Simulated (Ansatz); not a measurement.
Results of PBEsol (plane waves, PAW; Ansatz, a quantum-chemistry and plane-wave program) for P (model structure, started from the lonsdaleite type, P6₃/mmc, No. 194, 4 atoms in the cell).

Run with plane-wave cutoff 520 eV, 18×18×10 k mesh (along the axes of the cell as run), Fermi–Dirac smearing 0.05 eV, scalar-relativistic PAW data made under PBE.

Cell (relaxed at this level):

```
CELL_PARAMETERS angstrom
      3.23614     0.00000     0.00000
     -1.61807     2.80258     0.00000
      0.00000     0.00000    11.46697
ATOMIC_POSITIONS crystal
  P  0.33333 0.66667 0.05433
  P  0.66667 0.33333 0.55433
  P  0.66667 0.33333 0.94567
  P  0.33333 0.66667 0.44567
```

Question: Give the computed band gap, smallest direct gap on the k points sampled and direct gap at Γ.

Answer: 
- band gap: 1.40 eV (indirect)
- smallest direct gap on the k points sampled: 1.73 eV
- direct gap at Γ: 4.00 eV

Note: the relaxation could raise the start's symmetry but not lower it, so the cell can be a saddle point.

Static lattice: no zero-point or thermal effects.

A model structure was made by putting elements into a prototype or built by hand; it is no filed structure, need not be a known phase, and can be a saddle point held by its symmetry.
